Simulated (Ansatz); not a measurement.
The starting structures come from a database of crystals and need not be the phases stable at ambient conditions.

 Where the default PAW files enter, the runs use the earlier of Ansatz's two default sets.

Crystal: Cd(RhO₂)₂ (Fd-3m, spinel, not sure to be the ambient phase, 14 atoms a cell, 12.2 Å³ an atom); planes in its conventional cell.

Level of theory: r2SCAN (plane waves, PAW; Ansatz, a first-principles code).

No gap correction and no spin-orbit coupling; mid-gap values are interpolated between computed energies.

```csv
plane,area of the cell (Å²),mid-gap κ (1/Å),largest κ in the gap (1/Å)
(111),33.6,0.26,0.27
(001),38.8,(withheld),(withheld)
(110),54.9,(withheld),(withheld)
```

Q: The slowest decay depends on the direction. Supply the withheld values.

A: 
- (001), mid-gap κ (1/Å): 0.21
- (001), largest κ in the gap (1/Å): 0.22
- (110), mid-gap κ (1/Å): 0.24
- (110), largest κ in the gap (1/Å): 0.25
